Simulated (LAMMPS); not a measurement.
Consider a symmetric tilt boundary about [001] in Si (diamond structure), boundary plane (410) in molecular dynamics.

Model: classical MD, pair style tersoff/mod/c, file Si.tersoff.modc; code LAMMPS.

Σ17, energy 0.93 J/m² at 0 K; heated in steps, 60 ps sampled at each, free outer surfaces; steps at which the grains lost their order are left out.

```json
[
 {"T (K)": "844", "disordered width (Å)": "4.9", "disordered share in the grains": "0.00"},
 {"T (K)": "1181", "disordered width (Å)": "5.5", "disordered share in the grains": "0.01"},
 {"T (K)": "1350", "disordered width (Å)": "5.7", "disordered share in the grains": "0.02"},
 {"T (K)": "1518", "disordered width (Å)": "…", "disordered share in the grains": "0.04"},
 {"T (K)": "1636", "disordered width (Å)": "…", "disordered share in the grains": "0.10"}
]
```

Problem. Fill in the missing entries.

Solution. 
- 1636, disordered width (Å): 6.4
- 1518, disordered width (Å): 6.2
